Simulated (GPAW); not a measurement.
# Predicting one run from its neighbours: the energy against the cutoff, Ta (Im-3m, 1 atom in the cell)

```
Ta
1.0
   -1.65825     1.65825     1.65825
    1.65825    -1.65825     1.65825
    1.65825     1.65825    -1.65825
Ta
1
Direct
  0.00000   0.00000   0.00000
```

Method of the run: PBE, GPAW PAW datasets PBE (gpaw-data 1.0.1) (plane waves; GPAW).

Base settings: mode = pw; ecut = 600 eV; xc = PBE; kpts = 5 5 5; mesh shift (steps) = 0 0 0; occupations.name = methfessel-paxton; occupations.width = 0.1 eV; occupations.order = 0; nbands = -9; convergence.density = 1e-05 e/electron.

The last step of the ladder, which sets the zero, is ecut = 1440 eV.

The starting cell has typed, rounded lattice constants, without a prior relaxation at this level. Its lattice was rescaled by up to half a per cent. Spin polarisation is off. Without a gap this mesh is coarse (it stands for a supercell whose shortest vector is 14 Å).

An empirical form for the window shown: the miss falls exponentially with the largest wave vector, which goes as √cutoff: ln(ΔF) = a + b·√cutoff.

| ecut | √cutoff (√eV) | F less the last step's (meV/atom) | ln of it |
|---|---|---|---|
| 240 eV | 15.492 | 211.15 | 5.353 |
| 270 eV | 16.432 | 124.04 | 4.821 |
| 300 eV | 17.321 | 67.45 | 4.211 |
| 330 eV | 18.166 | ? | ? |
| 360 eV | 18.974 | 19.47 | 2.969 |

Q: Fit the line to the 4 rows given and predict the withheld one.

A: Means: x̄ = 17.055, ȳ = 4.3385. Σ(x − x̄)(y − ȳ) = -4.548 and Σ(x − x̄)² = 6.584, so b = -0.6908 and a = ȳ − b·x̄ = 16.120; ΔF halves for each 1.00 in √cutoff. The largest residual of the fitted rows is 0.065. At x = 18.166 the line gives 3.571, that is 35.6 meV/atom. The run gave 36.06 meV/atom, a miss of 0.46 meV/atom (1 %). The table is a window of a longer ladder. The rows were chosen because the form fits them, the withheld one included, so this shows the method and is no test of the form.

Left out of this page: 10 runs of the series outside the window shown, repeating another row's setting, or not comparable.
